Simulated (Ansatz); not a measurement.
Worked example: zone-centre phonon calculation of NaAu (P4/mmm, 2 atoms in the cell) in Ansatz (a quantum-chemistry and plane-wave program).

Computed with PBE (plane waves, PAW; Ansatz).

```yaml
crystal:
  lattice:
    - [3.24663, 0.00000, 0.00000]
    - [0.00000, 3.24663, 0.00000]
    - [0.00000, 0.00000, 4.25540]
  atoms:
    - { symbol: Na, position: [0.50000, 0.50000, 0.50000] }
    - { symbol: Au, position: [0.00000, 0.00000, 0.00000] }
```

Reference input (self-consistent single point, DFT, PBE, plane waves, default PAW files): basis.ecutwfc = 420 eV; kpoints.mp_grid.grid = 8 8 6; kpoints.mp_grid.shift = 0.5 0.5 0.5; hamiltonian.xc = pbe; hamiltonian.pseudopotentials = {kind: paw} (the program's default PAW files); scf.occupations.method = gaussian; scf.occupations.width = 0.136 eV. This run's input differs from it in these lines:

Ansatz 0.2 input:
```diff
@@ -10,3 +10,3 @@
 basis:
-  ecutwfc: 420.0
+  ecutwfc: 295.0
 kpoints:
@@ -23,6 +23,4 @@
     width: 0.136
-output:
-  forces: true
-  eigenvalues: true
-  stress: true
+phonons:
+  method: dfpt
```

Log, with long lists cut:

```
SCF iter   1: F=—  HF=-14636.064277 eV  |F-HF|=—  |Δ(HF+E_count)|=         —  Δρ=6.04e-3  dr2=5.34e-3  ethr=1.77e-3  ⟨swp⟩=5.2  Hψ=3585  notcnv=0
all-band conjugate gradients solve this SCF's bands
preconditioner: auto → Kerker (q_TF=auto, 2.522 Å⁻¹)
SCF iter   2: F=—  HF=-14636.064008 eV  |F-HF|=—  |Δ(HF+E_count)|=   2.68e-4  Δρ=2.61e-3  dr2=1.01e-3  ethr=1.91e-5  ⟨swp⟩=3.0  Hψ=1942  notcnv=0
   [... lines left out ...]
SCF iter   8: F=—  HF=-14636.064382 eV  |F-HF|=—  |Δ(HF+E_count)|=   1.25e-8  Δρ=2.62e-6  dr2=5.04e-9  ethr=9.90e-11  ⟨swp⟩=2.0  Hψ=1063  notcnv=0
SCF iter   9: F=—  HF=-14636.064382 eV  |F-HF|=—  |Δ(HF+E_count)|=  2.82e-10  Δρ=5.76e-7  dr2=2.60e-10  ethr=1.80e-11  ⟨swp⟩=2.0  Hψ=1152  notcnv=0
SCF iter  10: F=—  HF=-14636.064382 eV  |F-HF|=—  |Δ(HF+E_count)|=  1.82e-11  Δρ=1.50e-7  dr2=1.69e-11  ethr=1.00e-12  ⟨swp⟩=2.3  Hψ=1138  notcnv=0
SCF iter  11: F=-14636.064382 eV  HF=-14636.064382 eV  |F-HF|=0.00e0  |Δ(HF+E_count)|=  3.64e-12  Δρ=4.17e-8  dr2=9.96e-13  ethr=1.00e-12  ⟨swp⟩=5.1  Hψ=3172  notcnv=0
SCF 1 converged in 11 iterations: F = -14636.064382 eV  dr2 = 9.96e-13
DFPT response loops at Γ: preconditioner auto → Kerker (q_TF=auto, 2.522 Å⁻¹) (partly filled bands, converged f_vac=0.005) …
Free energy (F): -14636.064382 eV
Internal energy: -14636.060254 eV  (E = F + TS)
E sigma→0 (E₀):  -14636.062318 eV
Entropy (-TS):   -0.004128 eV (-2.064 meV/atom)
Fermi energy:    8.978835 eV
--- Phonons (Γ-DFPT): 4 representative perturbations + reference, on 48 of 384 k-points (Σ response iterations 14) ---
  k mesh reduced under 8 symmetry operations, with k and −k counted as one. Each operation leaves every solved displacement unchanged or reverses it
  ASR residual: 4.174e-5 → 0.000e0 eV/Å²; symmetrization residual: 4.330e-6 eV/Å²
  ASR residual per site (eV/Å²): 4.17e-5 1.07e-5
  Γ frequencies (cm⁻¹): 0.00 0.00 0.00 121.87 121.87 144.71
  non-analytic LO–TO correction: not included (Born effective charges unavailable; polar crystals: no LO–TO splitting at Γ)
```

The run converged in 11 iterations. 

Summary of the result:
| Item | Result |
|---|---|
| Free energy E − TS (on the zero of these files) | -14636.0644 eV |
| Fermi level (on the code's own zero) | 8.98 eV |
| Zone-centre frequencies (cm⁻¹; negative means imaginary) | 0, 0, 0, 122, 122, 145 |

The starting cell was generated: these elements placed on a structure prototype, without a prior relaxation; it need not be a known phase or ordering of this composition. Its lattice was rescaled by a random factor within 2.5 % of one. The cutoff lies below the one recommended for these files.
